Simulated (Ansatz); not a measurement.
# Y2Si (model structure, started from the Cu2Sb type, P4/nmm, No. 129, 6 atoms in the cell)

Level of theory: PBE (plane waves, PAW; Ansatz, a quantum-chemistry and plane-wave program).

Run with plane-wave cutoff 500 eV, 8×8×6 k mesh (along the axes of the cell as run), Fermi–Dirac smearing 0.05 eV, scalar-relativistic PAW data made under PBE.

Cell (relaxed at this level):

```cif
data_Si2Y4
_chemical_formula_sum 'Y4 Si2'
_space_group_name_H-M_alt 'P 1'
_space_group_IT_number 1
_cell_length_a 4.35201
_cell_length_b 4.35201
_cell_length_c 8.00857
_cell_angle_alpha 90.000
_cell_angle_beta 90.000
_cell_angle_gamma 90.000
loop_
_space_group_symop_operation_xyz
  'x, y, z'
loop_
_atom_site_label
_atom_site_type_symbol
_atom_site_fract_x
_atom_site_fract_y
_atom_site_fract_z
_atom_site_occupancy
Y1 Y 0.00000 0.00000 0.00000 1
Y2 Y 0.50000 0.50000 0.00000 1
Y3 Y 0.50000 0.00000 0.35954 1
Y4 Y 0.00000 0.50000 0.64046 1
Si1 Si 0.50000 0.00000 0.72842 1
Si2 Si 0.00000 0.50000 0.27158 1
```

```json
{
  "band_gap": "none"
}
```

Note: the relaxation could raise the start's symmetry but not lower it, so the cell can be a saddle point.

Spin–orbit coupling is not included.

The computed numbers hold no vibrational or temperature effects.

A model structure was made by putting elements into a prototype or built by hand; it is no filed structure, need not be a known phase, and can be a saddle point held by its symmetry.
